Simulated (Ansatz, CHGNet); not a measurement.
**Lattice constant a of C11b MoSi₂: levels of theory against measurement**

Reference value: 3.205 Å (measured, temperature not stated, no zero-point or thermal correction; as tabulated in Pavlosiuk et al. (2022), arXiv:2202.05362).

What do CHGNet-r²SCAN, LDA, PBE, PBE-D3(BJ), r²SCAN-D4, PBE0, Hartree–Fock give, and how far is each from the reference?


```tsv
level (code)	value (Å)	difference (%)
CHGNet-r²SCAN	3.198	-0.22
LDA (Ansatz)	3.174	-0.97
PBE (Ansatz)	3.217	+0.37
PBE-D3(BJ) (Ansatz)	3.179	-0.81
r²SCAN-D4 (Ansatz)	3.191	-0.44
PBE0 (Ansatz)	3.189	-0.50
Hartree–Fock (Ansatz)	3.225	+0.62
```

The reference's temperature isn't stated, so close values are not ranked against it.

The measured value isn't corrected to a static lattice, so vibrations enter the comparison.  PBE0: the run has no spin polarisation, so it can have missed a magnetic state. Cutoffs and k meshes differ between the levels. Ansatz's density-functional and Hartree–Fock values are scalar-relativistic unless marked +SOC, with PAW data made under PBE.

Machine-learned potentials (CHGNet-r²SCAN) are trained on DFT data: a solid inside that data is no test of them.

Differences are worked out from the printed values.

Ansatz is a quantum-chemistry and plane-wave program.
